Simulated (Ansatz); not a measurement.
The starting structures come from a database of crystals and need not be the phases stable at ambient conditions.

By PBEsol, the system below comes out a metal.

Without scattering a metal conducts by its projected Fermi surface.

Input:

```
CELL_PARAMETERS angstrom
      6.26778     0.00000     0.00000
     -3.13389     5.42806     0.00000
      3.13389     1.80935     2.55881
ATOMIC_POSITIONS crystal
  Sc 0.50000 0.00000 0.00000
  Sc 0.50000 0.50000 0.00000
  Sc 0.00000 0.50000 0.00000
  Al 0.00000 0.00000 0.00000
```

Space group of this cell: Pm-3m, Cu3Au type. The cell is taken as given; by PBEsol its mean pressure is -2.5 GPa.

The current flows along the normal of the first two printed cell vectors, the (111) plane of the conventional cell. No spin-orbit coupling; the value is a mean over 0.1 eV about the Fermi level.

Question: State the ballistic conductance per area according to PBEsol (Ansatz, a quantum-chemistry and plane-wave program).

Answer: 0.64 × 10¹⁵ S/m² for both spins.
